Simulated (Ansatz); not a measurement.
By PBEsol, the system below comes out a metal.

A figure of merit of an interconnect metal is its ballistic conductance per area.

Data:

```xyz
3
Lattice="3.8849 0.0000 0.0000 0.0000 3.8849 0.0000 1.9424 -1.9424 2.7470" Properties=species:S:1:pos:R:3 pbc="T T T"
Si     3.8849     1.9424     1.3735
Si     1.9424     0.0000     1.3735
Ni     0.0000     0.0000     0.0000
```

The cell is strained (all lengths scaled by 1.02); by PBEsol it stands under a pressure of -8.0 GPa.

The current flows along the normal of the first two printed cell vectors, the (001) plane of the conventional cell. No spin-orbit coupling; the value is a mean over 0.1 eV about the Fermi level.

### Question
State the ballistic conductance per area according to Ansatz (a first-principles code) with PBEsol.

### Answer
0.56 × 10¹⁵ S/m² for both spins.
